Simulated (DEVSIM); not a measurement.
System: abrupt Si n-p junction, at 350 K.

Layer 1 from the left is Si, thickness (μm) 0.450, Nd (cm⁻³) 9.2e16, τn (s) 0.00011, τp (s) 0.00011. Layer 2 from the left is Si, thickness (μm) 200, Na (cm⁻³) 1.5e15, τn (s) 0.00011, τp (s) 0.00011.

Left contact: ohmic. Right contact: ohmic. Voltage is applied to the left contact. Recombination: SRH at mid-gap. Gap narrowing is on: ΔEg = 6.92 meV × (l + √(l² + 0.5)), l = ln(N/1.3e17 cm⁻³), shared equally by both band edges. Mobility is μmin + (μ − μmin)/(1 + (N/Nref)^α).

Constants are typed, rounded textbook-type inputs, not results; the design itself was drawn at random and stands for no fabricated device. Values at 300 K; Nc and Nv go as T^1.5, mobilities as T to minus their exponent, the gap by Varshni's rule with the affinity fixed.

Si: gap (eV) 1.124, affinity (eV) 4.05, permittivity 11.7, Nc (cm⁻³) 2.86e19, Nv (cm⁻³) 3.1e19, μn (cm²/Vs) 1417, μp (cm²/Vs) 470, μn,min 52, μp,min 45, Nref,n 9.7e16, Nref,p 2.2e17, αn 0.68, αp 0.72, T exponent of μn 2.3, T exponent of μp 2.2, Varshni α (eV/K) 0.000473, Varshni β (K) 636.

Simulated with DEVSIM: 1D drift-diffusion, Boltzmann statistics, complete ionisation; no tunnelling, impact ionisation, image-force lowering or self-heating.

Task: What does the simulation give for the potential step across the device at zero bias, the dark forward voltage at 1 A/cm², the largest field in the device at zero bias?

Result: potential step across the device at zero bias 0.622 V; dark forward voltage at 1 A/cm² 0.584 V; largest field in the device at zero bias 22000 V/cm.
